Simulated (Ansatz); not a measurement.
Amorphous cells of 8 compositions: the gap between the highest filled and lowest empty level at the zone centre, by PBE and by a single point of HSE06 on the same geometry (PBE, scalar-relativistic without spin-orbit coupling (plane waves to 420 eV, PAW; Ansatz, an electronic-structure program); exact exchange cut at the cells' faces). The networks come from melt-quench runs on the CHGNet potential at compositions and starting densities chosen by hand, with anions pushed apart in the CHGNet dynamics, and DFT then relaxed them. The cells are small and were quenched far faster than real films, so single cells scatter. Defect or tail levels can set these gaps. The rows are the first to finish with both values and no moments.

```
cell                        PBE gap x (eV)  HSE06 gap y (eV)
--------------------------  --------------  ----------------
A (Zr20O43Mo, 5.46 g/cm3)             2.15              3.39
B (Zr20O43W, 5.41 g/cm3)              2.39              3.68
C (Zr20O43Ga2, 5.34 g/cm3)            3.26              4.73
D (Zr20O45Nb2, 5.23 g/cm3)            3.26              4.74
E (Zr20O43Y2, 5.27 g/cm3)             3.36              4.89
F (Zr20O43Sc2, 5.19 g/cm3)            3.53              5.02
G (Zr20O43La2, 5.43 g/cm3)            3.58          withheld
H (Zr20O43Lu2, 5.65 g/cm3)            3.74              5.28
```

Problem. Fit a straight line through the 7 full rows and predict the withheld value for G (Zr20O43La2, 5.43 g/cm3).

Solution. Means: x = 3.099, y = 4.533. Slope = Σ(Δx Δy) / Σ(Δx²) = 2.536 / 2.12 = 1.2; the r.m.s. residual is 0.022. Prediction: 4.533 + 1.2 × (3.58 − 3.099) = 5.11. The run gave 5.13, 0.02 above the line.
